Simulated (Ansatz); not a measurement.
Worked example: self-consistent single point of Li₂CrO₂ (P-1, 20 atoms in the cell) in Ansatz (a program for electronic structure).

Computed with r2SCAN+U, default PAW files made with PBE (plane waves; Ansatz).

The change in words: opposed starting moments. Reference geometry:
```
Li2CrO2
1.0
    3.50564     0.00000     0.00000
   -1.21141     5.81016     0.00000
   -0.69466    -1.76083     9.86690
Li Cr O
8 4 8
Direct
  0.55689   0.51516   0.88552
  0.44311   0.48484   0.11448
  0.05725   0.26760   0.63403
  0.94275   0.73240   0.36597
  0.55695   0.01523   0.38556
  0.44305   0.98477   0.61444
  0.05732   0.76776   0.13407
  0.94268   0.23224   0.86593
  0.74925   0.12734   0.12776
  0.25075   0.87266   0.87224
  0.74911   0.62748   0.62791
  0.25089   0.37252   0.37209
  0.45967   0.22029   0.96440
  0.54033   0.77971   0.03560
  0.96214   0.97459   0.71258
  0.03786   0.02541   0.28742
  0.45970   0.72026   0.46434
  0.54030   0.27974   0.53566
  0.96224   0.47484   0.21252
  0.03776   0.52516   0.78748
```
Moments meant for the start (each program seeds them in its own way; μB, in the order of the atoms Li Li Li Li Li Li Li Li Cr Cr Cr Cr O O O O O O O O): 0.0 0.0 0.0 0.0 0.0 0.0 0.0 0.0 3.0 3.0 3.0 3.0 0.0 0.0 0.0 0.0 0.0 0.0 0.0 0.0.

Reference input (self-consistent single point, DFT, r2SCAN+U, plane waves, default PAW files made with PBE): basis.ecutwfc = 500 eV; kpoints.mp_grid.grid = 5 3 2; hamiltonian.xc = r2scan; hamiltonian.pseudopotentials = {kind: paw} (the program's default PAW files); hamiltonian.hubbard.sites = [{species: Cr, l: d, u_eff: 3.7}] eV; magnetization.spin_polarized = true; scf.occupations.method = gaussian; scf.occupations.width = 0.05 eV. This run's input differs from it in these lines:

```diff
@@ -15,3 +15,3 @@
     - { symbol: Cr, position: [0.74925000, 0.12734000, 0.12776000], spin: 3.0 }
-    - { symbol: Cr, position: [0.25075000, 0.87266000, 0.87224000], spin: 3.0 }
+    - { symbol: Cr, position: [0.25075000, 0.87266000, 0.87224000], spin: -3.0 }
     - { symbol: Cr, position: [0.74911000, 0.62748000, 0.62791000], spin: 3.0 }
```

The program printed (abridged):

```
SCF iter   1: F=—  HF=-19723.698171 eV  |F-HF|=—  |Δ(HF+E_count)|=         —  Δρ=7.05e-2 (↑7.05e-2 ↓4.85e-2)  dr2=8.11e0  dr2_τ=2.38e-1  dr2_m=3.81e0  M=8.000 μB ∫|m|=16.955 μB  β_m=1.00  ethr=3.10e-3  ⟨swp⟩=5.4  Hψ=9720  notcnv=0  defer=124
all-band conjugate gradients solve this SCF's bands
preconditioner: auto → Resta (q_TF=auto, 2.531 Å⁻¹)
   [... lines left out ...]
SCF iter  16: F=—  HF=-19733.277830 eV  |F-HF|=—  |Δ(HF+E_count)|=   9.38e-7  Δρ=1.09e-5 (↑1.09e-5 ↓1.07e-5)  dr2=5.55e-7  dr2_τ=1.07e-8  dr2_m=6.61e-9  M=8.000 μB ∫|m|=16.350 μB  β_m=1.20  ethr=1.31e-9  ⟨swp⟩=2.5  Hψ=4299  notcnv=0  defer=617  κ⁻¹=1.3e-5(r=7)…
SCF iter  17: F=-19733.277830 eV  HF=-19733.277830 eV  |F-HF|=1.58e-8  |Δ(HF+E_count)|=   2.47e-7  Δρ=3.96e-6 (↑3.96e-6 ↓3.89e-6)  dr2=9.11e-8  dr2_τ=1.88e-9  dr2_m=1.62e-9  M=8.000 μB ∫|m|=16.350 μB  ethr=7.81e-11  ⟨swp⟩=9.5  Hψ=15396  notcnv=0
SCF 1 converged in 17 iterations: F = -19733.277830 eV  dr2 = 9.11e-8
WARN: an SCF from antiferromagnetic starting moments (0.00, 0.00, 0.00, 0.00, 0.00, 0.00, 0.00, 0.00, 3.66, -3.65, 3.65, -3.66, 0.00, 0.00, 0.00, 0.00, 0.00, …
   [... lines left out ...]
Absolute magnetization: 16.3759 μB (∫|ρ↑−ρ↓|, with the PAW one-centre terms)
Free energy (F): -19733.277830 eV
Fermi energy:    7.981895 eV
   [... lines left out ...]
--- Stress (GPa, compression-positive) ---
       -3.543527       0.082609      -0.499378
        0.082787      -4.197033      -0.055447
       -0.499579      -0.055418      -3.729492
  P = ⅓ Tr σ = -3.8234 GPa (-38.234 kbar)
  The stress holds the Pulay correction. Without it, at fixed plane waves, as pw.x and ABINIT print it: P = -3.9000 GPa
Occupation matrices written to occupation_matrices
```

The run converged in 17 iterations. 

The starting cell comes from a database of computed structures (which also holds hypothetical and non-ambient phases and stackings), without a prior relaxation at this level. The magnetic order is the one reached from the typed start; others were not searched systematically. With U or open f shells several self-consistent states can exist. The program warned that, by what it read of turns of the moments, another magnetic order lies lower. With a pressure of about -4 GPa the cell is away from its equilibrium volume at this level. Ansatz's pressure includes its estimate of the finite-basis (Pulay) stress.

These are the values that this program gave, and no reference: magnets with a U can end in a higher state.

Cost on one core of a shared machine: roughly 2 min.

Keys are those of Ansatz 0.2.
